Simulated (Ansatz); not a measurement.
Take TaTlO₃ in the cubic perovskite structure (space group Pm-3m, No. 221; a = 4.0336 Å; a cell from a computed database, its experimental status unchecked) as the base. Axes: x, y, z lie along the cube axes.

Levels (all Ansatz, a program for electronic structure, PAW): PBEsol (420 eV, spin-orbit coupling left out); HSE06 (420 eV, no spin-orbit coupling).

Its gap is 0.61 eV with PBEsol and 1.45 eV with HSE06.

The change: biaxial strain −3.75 %, plane normal [110], relaxed out of plane (Cartesian); in-plane vectors clamped, the third vector and the atoms free.

With PBEsol the gap becomes 0.19 eV.

### Question
If the HSE06 correction stayed the same, what would the HSE06 gap be, and what does the HSE06 run give?

### Answer
A rigid correction of +0.84 eV gives 1.03 eV. The HSE06 run gives 0.99 eV, so the correction itself changes by -0.04 eV.

Single points use the geometry relaxed with PBEsol. HSE06 gaps are upper bounds (no full band path). With Ta and Tl present, leaving out spin-orbit coupling can change the band edges. No phonon test of stability was made. Many cubic perovskites are stable only at high temperature; tilts and polar distortions were not tested. A zero or small gap of TaTlO3 under biaxial strain −3.75 %, plane normal [110], relaxed out of plane can be the functional's error rather than a property of the material.
